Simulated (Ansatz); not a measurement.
**What biaxial strain +3.84 %, plane normal [001], relaxed out of plane does to Te**

Start from Te (space group P3_121, No. 152; a = 4.624 Å, c = 5.903 Å; made of chains). Axes: x lies along a and z along c of the hexagonal cell.

It is then changed as follows: tensile biaxial strain of 3.84 % in the plane normal to [001], as in epitaxy on a mismatched substrate; the out-of-plane cell vector and the atoms relax.

Level of theory: Kohn–Sham DFT with the r2SCAN functional, run in Ansatz (a program for electronic structure) with PAW and 500 eV plane waves, no SOC. Γ-centred 8×8×6 mesh, Fermi–Dirac width 0.05 eV.

```csv
quantity,base,changed,shift
volume per atom,36.44 Å³,38.52 Å³,+2.08 Å³
space group,P3_121 (No. 152),P3_121 (No. 152),–
shortest interatomic distance,2.827 Å,2.805 Å,-0.0212 Å
band gap,0.55 eV,0.84 eV,+0.29 eV
gap character,"indirect, k = (1/4, 3/8, -1/2) in the run's primitive reciprocal basis → H","indirect, L–H (40 % along) → H",–
smallest direct gap,0.60 eV,0.95 eV,+0.356 eV
width of the top valence band,2.25 eV,1.86 eV,-0.39 eV
electron mass,"0.089 mₑ along c, 0.11 mₑ across (at H)","0.11 mₑ out of plane, 0.19 mₑ in plane (at H)",–
out-of-plane strain,–,-1.96 %,–
ratio −ε⊥/ε∥,–,0.51,–
mean in-plane stress (compression positive),–,-0.5 GPa,–
```

Final structure (turned so that z lies along the plane normal):

```xyz
3
Lattice="4.8017 0.0000 0.0000 2.4008 4.1584 0.0000 0.0000 0.0000 5.7876" Properties=species:S:1:pos:R:3 pbc="T T T"
Te     2.9888     3.1400     1.9292
Te     0.5880     1.0184     3.8584
Te     3.6257     0.0000     0.0000
```

Spin-orbit coupling, missing from the scalar runs, can matter with Te. Masses are band curvatures over ±0.01 Å⁻¹ around the edge. No phonon test of stability was made. No dispersion term is included, though the crystal is made of layers, chains or molecules, so its spacings can come out too wide.
